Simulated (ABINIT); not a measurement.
Worked example: self-consistent single point of Ca₃Mg (I4/mmm, 4 atoms in the cell) in ABINIT.

Level of theory: LDA (PW92), PAW (JTH v2.0 LDA PAW) (plane waves; ABINIT).

The change in words: lattice scaled by 0.98. Reference geometry:
```
Ca3Mg
1.0
   -2.69950     2.69950     5.41182
    2.69950    -2.69950     5.41182
    2.69950     2.69950    -5.41182
Ca Mg
3 1
Cartesian
  0.00000   0.00000   5.41182
  2.69950   0.00000   2.70591
  0.00000   2.69950   2.70591
  0.00000   0.00000   0.00000
```

Reference input (self-consistent single point, DFT, LDA (PW92), plane waves, PAW (JTH v2.0 LDA PAW)): pseudos = [Ca.LDA_PW-JTH.xml, Mg.LDA_PW-JTH.xml]; ecut = 40 Ry; pawecutdg = 80 Ry; pawxcdev = 0; occopt = 3; tsmear = 0.00183747 Ha; ngkpt = 7 7 7; nshiftk = 1; shiftk = 0 0 0; potentials = JTH v2.0 LDA PAW; nband = 27; kptopt = 1. This run's input differs from it in these lines:

```diff
@@ -3,7 +3,7 @@
 pseudos "Ca.LDA_PW-JTH.xml, Mg.LDA_PW-JTH.xml"
-acell 6.6228700057 6.6228700057 6.6228700057 Angstrom
+acell 6.4904129489 6.4904129489 6.4904129489 Angstrom
 rprim
-        -0.4076022929    0.4076022929    0.8171418124
-         0.4076022929   -0.4076022929    0.8171418124
-         0.4076022929    0.4076022929   -0.8171418124
+        -0.4076022621    0.4076022621    0.8171418432
+         0.4076022621   -0.4076022621    0.8171418432
+         0.4076022621    0.4076022621   -0.8171418432
 natom 4
@@ -13,5 +13,5 @@
 xcart
-        -0.0000000000   -0.0000000000   10.2268651947
-         5.1013100042   -0.0000000000    5.1134325973
-        -0.0000000000    5.1013100042    5.1134325973
+         0.0000000000   -0.0000000000   10.0223287979
+         4.9992836908    0.0000000000    5.0111643989
+         0.0000000000    4.9992836908    5.0111643989
          0.0000000000    0.0000000000    0.0000000000
```

Log, with long lists cut:

```
--- !BeginCycle
solver: {iscf: 17, nstep: 100, nline: 4, wfoptalg: 10, }
tolerances: {toldfe: 1.00E-09, }
...

     iter   Etot(hartree)      deltaE(h)  residm     nres2
 ETOT  1  -171.57969597859    -1.716E+02 5.127E+00 6.007E+00
 ETOT  2  -174.76500619830    -3.185E+00 3.261E-02 2.982E+00
 ETOT  3  -174.75476929076     1.024E-02 1.804E-02 6.299E-01
 ETOT  4  -174.75276125607     2.008E-03 5.830E-03 3.299E-02
 ETOT  5  -174.75269648220     6.477E-05 5.334E-03 3.635E-03
   [... 2 lines left out ...]
 ETOT  8  -174.75268770320     3.193E-08 1.180E-03 1.850E-06
 ETOT  9  -174.75268770095     2.246E-09 1.132E-03 2.458E-07
 ETOT 10  -174.75268770027     6.787E-10 1.182E-03 4.394E-09
 ETOT 11  -174.75268770030    -3.271E-11 8.701E-04 1.317E-09
 At SCF step   11, etot is converged :
  for the second time, diff in etot=  3.271E-11 < toldfe=  1.000E-09

 Cartesian components of stress tensor (hartree/bohr^3)
  sigma(1 1)=  7.21017657E-05  sigma(3 2)=  0.00000000E+00
  sigma(2 2)=  7.21017657E-05  sigma(3 1)=  0.00000000E+00
  sigma(3 3)=  7.38156078E-05  sigma(2 1)=  0.00000000E+00

 ----iterations are completed or convergence reached----

 reduced coordinates (array xred) for    4 atoms
       0.500000000000      0.500000000000      0.000000000000
       0.250000000000      0.750000000000      0.500000000000
       0.750000000000      0.250000000000      0.500000000000
       0.000000000000      0.000000000000      0.000000000000
 cartesian forces (eV/Angstrom) at end:
    1     -0.00000000000000     0.00000000000000    -0.00000000000000
   [... lines left out ...]
 Fermi (or HOMO) energy (hartree) =   0.12199   Average Vxc (hartree)=  -0.29537
 Fermi (or HOMO) energy (eV) =   3.31941   Average Vxc (eV)=  -8.03733
   [... lines left out ...]
'-kT*entropy'       : -1.41750705103553E-03
total_energy        : -1.74752692942145E+02
total_energy_eV     : -4.75526260821742E+03
...

-Cartesian components of stress tensor (GPa)         [Pressure= -2.1381E+00 GPa]
- sigma(1 1)=  2.12130683E+00  sigma(3 2)=  0.00000000E+00
- sigma(2 2)=  2.12130683E+00  sigma(3 1)=  0.00000000E+00
- sigma(3 3)=  2.17172979E+00  sigma(2 1)=  0.00000000E+00

 Calculation completed.
```

The run converged in 11 iterations. Against the reference run the free energy falls by 35.5 meV/atom and the pressure goes from -2.92 to -2.14 GPa.

The starting cell comes from a database of computed structures (which also holds hypothetical and non-ambient phases and stackings), without a prior relaxation at this level. Its lattice was rescaled by a random factor within 2.5 % of one. For this run, on top of that: lattice scaled by 0.98.

Cost on one core of a shared machine: roughly 3 min.
